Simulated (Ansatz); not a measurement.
Al₂Cu (I4/mcm, No. 140) was calculated with r²SCAN (Ansatz, a program for electronic structure, plane waves, PAW).

Input:

Ansatz 0.2 input:
```yaml
crystal:
  lattice:
    - [-2.9984886837, 2.9984886837, 2.4019574451]
    - [2.9984886837, -2.9984886837, 2.4019574451]
    - [2.9984886837, 2.9984886837, -2.4019574451]
  atoms:
    - { symbol: Al, position: [0.6593264547, 0.1593264547, 0.8186529094] }
    - { symbol: Al, position: [0.1593264547, 0.3406735453, 0.5] }
    - { symbol: Al, position: [0.8406735453, 0.6593264547, 0.5] }
    - { symbol: Al, position: [0.3406735453, 0.8406735453, 0.1813470906] }
    - { symbol: Cu, position: [0.75, 0.75, 0.0] }
    - { symbol: Cu, position: [0.25, 0.25, 0.0] }
basis:
  ecutwfc: 560
  ecutrho_ratio: 4
  xc_grid: 3
kpoints:
  mp_grid: { grid: [14, 14, 14] }
hamiltonian:
  xc: r2scan
  dispersion: none
  pseudopotentials: { kind: paw }
scf:
  occupations: { method: fermi_dirac, width: 0.05 }
  convergence: { dr2_threshold: 0.0000000006 }
output:
  forces: true
  stress: true
  eigenvalues: true
```

From the output:

```
Crystal: 6 atoms, lattice volume = 86.383 Å³
Basis set: ecut = 560 eV, 2597 PW (Γ), exchange–correlation on 120×120×120 points (27 copies of the dense FFT grid, shifted against one another)
Bands: 31, of which v1, the nominal top of the filled ones, is band 25 counted from 1 (24 counted from 0)
Symmetry: 16 space group operations
Space group: I4/mcm (ITA 140), of the structure as read, at distance tolerance 4.4e-5 Å
k-points: 244 of 2744
Functional: x = r2scan, c = r2scan; τ floored in thin density (d = 2e-4 eV/Å³)
SCF iter   1: F=—  HF=-15425.133459 eV  |F-HF|=—  |Δ(HF+E_count)|=         —  Δρ=2.95e-2  dr2=5.77e-1  dr2_τ=1.97e-2
SCF iter   2: F=—  HF=-15425.167129 eV  |F-HF|=—  |Δ(HF+E_count)|=   3.37e-2  Δρ=2.26e-2  dr2=2.24e-1  dr2_τ=2.84e-3
  ...
SCF iter   9: F=—  HF=-15425.086017 eV  |F-HF|=—  |Δ(HF+E_count)|=   1.44e-8  Δρ=1.22e-6  dr2=1.72e-9  dr2_τ=9.01e-12
SCF iter  10: F=-15425.086017 eV  HF=-15425.086017 eV  |F-HF|=3.64e-12  |Δ(HF+E_count)|=  1.75e-10  Δρ=2.38e-7  dr2=5.24e-11  dr2_τ=3.14e-13
SCF 1 converged in 10 iterations: F = -15425.086017 eV  dr2 = 5.24e-11
SCF converged after 10 iterations
Free energy (F): -15425.086017 eV
Internal energy: -15425.070583 eV  (E = F + TS)
E sigma→0 (E₀):  -15425.078300 eV
Fermi energy:    10.801361 eV
--- Forces (eV/Å), atoms counted from 1 ---
  atom   1  Al     0.00101515     0.00101515    -0.00000000
  atom   2  Al    -0.00101515     0.00101515     0.00000000
  atom   3  Al     0.00101515    -0.00101515     0.00000000
  atom   4  Al    -0.00101515    -0.00101515    -0.00000000
  atom   5  Cu    -0.00000000     0.00000000     0.00000000
  atom   6  Cu    -0.00000000     0.00000000     0.00000000
--- Stress (GPa, compression-positive) ---
        0.013297       0.000000      -0.000000
        0.000000       0.013297      -0.000000
       -0.000000      -0.000000       0.002189
  P = ⅓ Tr σ = 0.0096 GPa (0.096 kbar)
```

The PAW data were made under PBE.
